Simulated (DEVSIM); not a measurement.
Structure: GaP/Si n-p heterojunction, at 350 K.

```csv
layer (left to right),material,thickness (μm),Nd (cm⁻³),Na (cm⁻³),τn (s),τp (s)
1,GaP,0.100,3.8e16,-,1.6e-7,1.6e-7
2,Si,2.30,-,7.5e17,1.6e-7,1.6e-7
```

Left contact: ohmic. Right contact: ohmic. Voltage is applied to the left contact. Recombination: SRH at mid-gap. Mobility is μmin + (μ − μmin)/(1 + (N/Nref)^α).

Constants are typed, rounded textbook-type inputs, not results; the design itself was drawn at random and stands for no fabricated device. Values at 300 K; Nc and Nv go as T^1.5, mobilities as T to minus their exponent, the gap by Varshni's rule with the affinity fixed.

```
parameter             GaP        Si
----------------  -------  --------
gap (eV)             2.26     1.124
affinity (eV)         3.8      4.05
permittivity         11.1      11.7
Nc (cm⁻³)          1.8e19   2.86e19
Nv (cm⁻³)          1.9e19    3.1e19
μn (cm²/Vs)           250      1417
μp (cm²/Vs)           150       470
μn,min                 10        52
μp,min                 10        45
Nref,n             4.4e18    9.7e16
Nref,p               1e18    2.2e17
αn                    0.8      0.68
αp                   0.85      0.72
T exponent of μn      1.6       2.3
T exponent of μp     1.98       2.2
Varshni α (eV/K)  0.00058  0.000473
Varshni β (K)         372       636
```

DEVSIM, 1D drift-diffusion, Boltzmann statistics, complete ionisation; no tunnelling, impact ionisation, image-force lowering or self-heating. Band offsets follow the typed affinities; no thermionic-emission limit at abrupt steps, no polarisation charge.

The doping Nd of layer 1 was swept, all else fixed.

| doping Nd of layer 1 (cm^-3) | dark forward voltage at 100 A/cm² (V) | largest field in the device at zero bias (V/cm) | dark forward voltage at 1 A/cm² (V) | potential step across the device at zero bias (V) |
|---|---|---|---|---|
| 1.1e15 | 0.940 | 89000 | 0.735 | 0.942 |
| 3.8e15 | 0.906 | 95000 | 0.724 | 0.979 |
| 1.1e16 | 0.882 | 100000 | 0.710 | 1.011 |
| 3.8e16 | 0.845 | 130000 | 0.682 | 1.049 |
| 1.1e17 | 0.806 | 180000 | 0.645 | 1.081 |
| 3.8e17 | 0.772 | 300000 | 0.626 | 1.118 |
| 1.1e18 | 0.766 | 400000 | 0.625 | 1.150 |

From the first row to the last the dark forward voltage at 100 A/cm² goes from 0.940 to 0.766. From the first row to the last the largest field in the device at zero bias goes from 89000 to 400000.
